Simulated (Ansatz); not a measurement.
An Ansatz (a quantum-chemistry and plane-wave program) input (PBEsol, PAW, 420 eV (Ansatz; no SOC), earlier PAW set):

Ansatz 0.2 input:
```yaml
crystal:
  lattice:
    - [0, 2.1074436562, 2.1074436562]
    - [2.1074436562, 0, 2.1074436562]
    - [2.1074436562, 2.1074436562, 0]
  atoms:
    - { symbol: O, position: [0, 0, 0] }
    - { symbol: Mg, position: [0.5, 0.5, 0.5] }
basis: { ecutwfc: 420, ecutrho_ratio: 4, xc_grid: 2, fft_grid_basis: typed }
kpoints: { mp_grid: { grid: [13, 13, 13] } }
hamiltonian:
  xc: pbesol
  dispersion: none
  pseudopotentials: { azcp: { folder: ./paw }, kind: paw }
scf: { occupations: { method: fermi_dirac, width: 0.05 }, convergence: { dr2_threshold: 0.0000000002 } }
output: { forces: true, stress: true }
```

Q: Which symmetry and how many k-points will the program report, and about how many plane waves at Γ?

A: Space group Fm-3m (ITA 225) with 48 operations, k-points 84 of 2197, and 339 plane waves at Γ.

Whether these cells are dynamically stable was not tested. The cell is MgO in the rock salt structure (space group Fm-3m, No. 225).
